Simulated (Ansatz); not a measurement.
Take SrTiO$_{3}$ in the cubic perovskite structure (space group Pm-3m, No. 221; a = 3.854 Å) as the base.

Method: Ansatz (a first-principles code), LDA, PAW, cutoff 420 eV, no SOC.

Base values:

| Property | Value |
|---|---|
| Smallest direct gap | 2.17 eV |

It is then changed as follows: every lattice vector is shortened by 2.40 %; the atoms relax in the strained cell.

Question: What happens to the energy relative to the base and smallest direct gap?

Answer: The energy goes up by 41 meV/atom; the smallest direct gap increases by 0.05 eV (2.17 eV → 2.22 eV).

Stability against distortions was not tested. All final runs are without spin polarisation. Many cubic perovskites are stable only at high temperature; tilts and polar distortions were not tested.
